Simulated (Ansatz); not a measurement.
Consider W2N (space group P4/mmm, No. 123; a = 2.964 Å, c = 4.161 Å; a hypothetical phase, not in the database extracts checked; relaxed with 0.1 eV smearing). Axes: x, y, z lie along a, b, c of the conventional cell.

Calculations: PBE-D3(BJ) in Ansatz (plane waves to 420 eV, PAW, scalar-relativistic without spin-orbit coupling).

It is then changed as follows: tensor shear ε_yz = −1.39 % (engineering shear γ = -0.0278), atoms relaxed at fixed cell.

Problem. Estimate the effect on the stress and energy relative to the base.

Solution. The stress (xx, yy, zz, yz, xz, xy; compression positive) is (0.1, 0.2, 0.2, 4.6, 0.0, 0.0) GPa; the energy grows by 4.9 meV/atom.

The cells carry an imposed strain or load. No phonon test of stability was made. The base started in P4/nmm and relaxed to P4/mmm at this level. All final runs are without spin polarisation. An odd electron count without spin: W2N. The D3 term's C6 switches between coordination references near this geometry, which can add small steps to energies.

Ansatz is a first-principles code.
